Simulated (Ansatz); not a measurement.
We consider antifluorite K₂S, described by PBE-D4 (plane waves, PAW; Ansatz, a program for electronic structure).

Numerical settings: plane-wave cutoff 520 eV, 8×8×8 k mesh, Fermi–Dirac smearing 0.01 eV, scalar-relativistic PAW data made under PBE.

Properties against volume:

```
V (Å³/atom)  P (GPa)  direct gap at Γ (eV)  smallest gap on the k mesh (eV)
-----------  -------  --------------------  -------------------------------
31.756          1.36                 2.806                            2.544
32.431          0.86                 2.728                            2.490
33.107          0.41                 2.654                            2.437
33.783          0.00                 2.584                            2.385
34.458         -0.36                 2.515                            2.335
35.134         -0.69                 2.450                            2.286
35.810         -0.98                 2.388                            2.239
```

The fundamental gap (2.39 eV at the equilibrium volume, with added k points) lies elsewhere than Γ–Γ.
